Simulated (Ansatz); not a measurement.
The parent structure is MgO in the rock salt structure (space group Fm-3m, No. 225).

```xyz
2
Lattice="0.0000 2.1022 2.1022 2.1022 0.0000 2.1022 2.1022 2.1022 0.0000" Properties=species:S:1:pos:R:3 pbc="T T T"
O      0.0000     0.0000     0.0000
Mg     2.1022     2.1022     2.1022
```

Calculations: r2SCAN in Ansatz (plane waves to 500 eV, PAW, scalar-relativistic without spin-orbit coupling).

Base values:

* **Band gap**: 5.68 eV
* **Width of the top valence band**: 1.78 eV

One thing is altered: the cell is scaled by 0.9937 in all directions; the atoms relax in the strained cell.

Problem. What happens to the band gap?

Solution. The band gap goes up by 0.20 eV, from 5.68 eV to 5.88 eV.

Problem. How does this affect the width of the top valence band?

Solution. The width of the top valence band increases by 0.04 eV (1.78 eV → 1.82 eV).

No phonon test of stability was made.

Ansatz is a first-principles code.
